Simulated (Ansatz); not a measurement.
Take HgI$_{2}$ (space group P6_3/mmc, No. 194; a = 4.166 Å, c = 14.183 Å; a hypothetical phase, not in the database extracts checked) as the base.

(Cell as relaxed with PBE-D3(BJ).)

Levels (all Ansatz, an electronic-structure program, PAW): PBE-D3(BJ) (420 eV, scalar-relativistic without spin-orbit coupling); r2SCAN+rVV10 (500 eV, without spin-orbit coupling).

Each level relaxes its own structure.

```tsv
base	PBE-D3(BJ)	r2SCAN+rVV10
volume per atom	35.53 Å³	35.86 Å³
lattice parameter a	4.166 Å	4.155 Å
band gap	0.34 eV	0.66 eV
```

It is then changed as follows: holes 2.0×10^21 cm⁻³, on a uniform background at fixed cell.

```tsv
quantity	PBE-D3(BJ)	r2SCAN+rVV10
gap between the host's bands	0.44 eV	…
shift of the gap caused by the change	+0.10 eV	…
Fermi level relative to the doped band's edge (positive inside the band; to 0.05 eV)	+0.10 eV	…
```

Predict the r2SCAN+rVV10 column.


- gap between the host's bands, r2SCAN+rVV10: 0.76 eV
- shift of the gap caused by the change, r2SCAN+rVV10: +0.10 eV
- Fermi level relative to the doped band's edge (positive inside the band; to 0.05 eV), r2SCAN+rVV10: +0.10 eV

PBE-D3(BJ)'s gap between the host's bands lies 0.32 eV below r2SCAN+rVV10's; the two agree on the shift of the gap caused by the change and Fermi level from band edge. Neither level is exact; r2SCAN+rVV10 is the comparison here, not a measurement.

Carriers are added with a uniform compensating background; total energy and stress of such cells depend on the potential's zero and are not compared; many-body gap narrowing is missing at this level. With Hg and I present, leaving out spin-orbit coupling can change the band edges. No phonon test of stability was made.
